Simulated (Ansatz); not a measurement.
Checking a run of Ansatz (a quantum-chemistry and plane-wave program) on KLaSe2 (Pna2_1, 16 atoms in the cell). The aim is a self-consistent single point with DFT, revPBE, plane waves, default PAW files made with PBE.

Cell that was meant: a = 8.3764 Å, b = 9.8922 Å, c = 7.9770 Å, α = 90.00°, β = 90.00°, γ = 90.00°.

Part of the input:

Ansatz 0.2 input:
```yaml
    - { symbol: Se, position_ang: [4.98393063, 8.50729802, 3.15093120] }
    - { symbol: Se, position_ang: [3.39242337, 1.38490898, 7.13945169] }
basis:
  ecutwfc: 50
kpoints:
  mp_grid: { grid: [3, 3, 3] }
hamiltonian:
```

Output (repeated stretches shortened):

```
   [... lines left out ...]
PAW frozen core: Se, regenerated for the run's functional, and the local potential with it
Initial density: superposition of atomic densities (neutral atoms: chi_scale 0, normalization atom), corrected by the library's trained network
Initial wavefunctions: pseudopotential atomic-orbital guess
Eigensolver: davidson
Functional: x = revpbe(κ = 1.245, μ = 0.2195149727645171), c = pbe(β = 0.06672455060314922)
SCF iter   1: F=—  HF=-70224.935102 eV  |F-HF|=—  |Δ(HF+E_count)|=         —  Δρ=1.25e0  dr2=8.29e3  ethr=1.77e-3  ⟨swp⟩=11.0  Hψ=5608  notcnv=0  defer=1
all-band conjugate gradients solve this SCF's bands
preconditioner: auto → LDOS
SCF iter   2: F=—  HF=-63284.599584 eV  |F-HF|=—  |Δ(HF+E_count)|=    6.94e3  S|Δr|=    0.00e0  Δρ=1.85e-1  dr2=3.99e2  ethr=1.77e-3  ⟨swp⟩=13.0  Hψ=9484  notcnv=0  defer=101
   [... lines left out ...]
SCF iter  10: F=—  HF=-63060.899318 eV  |F-HF|=—  |Δ(HF+E_count)|=   1.86e-5  S|Δr|=    0.00e0  Δρ=9.67e-5  dr2=6.67e-5  ethr=5.47e-9  ⟨swp⟩=2.4  Hψ=1701  notcnv=0  defer=132
SCF iter  11: F=—  HF=-63060.899316 eV  |F-HF|=—  |Δ(HF+E_count)|=   1.97e-6  S|Δr|=    0.00e0  Δρ=2.08e-5  dr2=3.17e-6  ethr=5.47e-9  ⟨swp⟩=2.0  Hψ=1643  notcnv=0  defer=132
SCF iter  12: F=-63060.899316 eV  HF=-63060.899316 eV  |F-HF|=2.37e-9  |Δ(HF+E_count)|=   1.59e-7  S|Δr|=    0.00e0  Δρ=1.17e-6  dr2=1.05e-8  ethr=4.81e-11  ⟨swp⟩=12.9  Hψ=5688  notcnv=0
SCF 1 converged in 12 iterations: F = -63060.899316 eV  dr2 = 1.05e-8
the forces of this run sum to 1.748e-1 eV/Å along one axis, over √16 times 1.000e-2 eV/Å (the walk's relax.f_tol, or that key's default on a run that moves no …
Stability not checked (fill_not_monotonic)
Free energy (F): -63060.899316 eV
Internal energy: -63060.899316 eV  (E = F + TS)
E sigma→0 (E₀):  -63060.899316 eV
Fermi energy:    3.060072 eV
--- Forces (eV/Å), atoms counted from 1 ---
   [... lines left out ...]
  atom  16  Se    -4.62525479     7.92773583     7.49856402
--- Stress (GPa, compression-positive) ---
     -138.058809       0.000000      -0.000000
        0.000000    -118.364076       0.000000
       -0.000000       0.000000    -102.499633
  P = ⅓ Tr σ = -119.6408 GPa (-1196.408 kbar)
  The stress holds the Pulay correction. Without it, at fixed plane waves, as pw.x and ABINIT print it: P = -3645.8791 GPa
```

Problem. Is anything amiss in this input, and did it matter?

Solution. The run is not sound. The fault is this: a cutoff meant in Ry typed as a bare number, read as eV. A bare number is read in the key's own unit, and eV, Ry (13.6 eV) and Ha (27.2 eV) lie far apart, so the setting ends up far from the one that was meant. To fix it, convert the value to the unit that the key expects. The run converged in 12 iterations without an error; against the sound input the free energy goes up by 746 eV/atom, the pressure goes from 1.93 to -119.6 GPa, the largest force goes from 0.417 to 11.85 eV/Å and the gap on the mesh goes from 2.881 to 5.234 eV. At a fixed set of plane waves, without the program's Pulay estimate, the pressure is -3645.88 GPa against 1.93 GPa.

The sound input it was made from differs as follows (other fixes are possible):
```diff
-  ecutwfc: 50
+  ecutwfc: 30.9 Ry
```

With that input, the run converged in 8 iterations: free energy E − TS (on the zero of these files) -75003.9784 eV; top of the valence band (on the code's own zero) 3.36 eV; gap on the k-point mesh 2.88 eV; pressure 1.93 GPa; largest force (vector length) 0.417 eV/Å (DFT, revPBE, plane waves, default PAW files made with PBE).

On the sound input: the starting cell was generated: these elements placed on a structure prototype, without a prior relaxation; it need not be a known phase or ordering of this composition. Ansatz's pressure includes its estimate of the finite-basis (Pulay) stress.
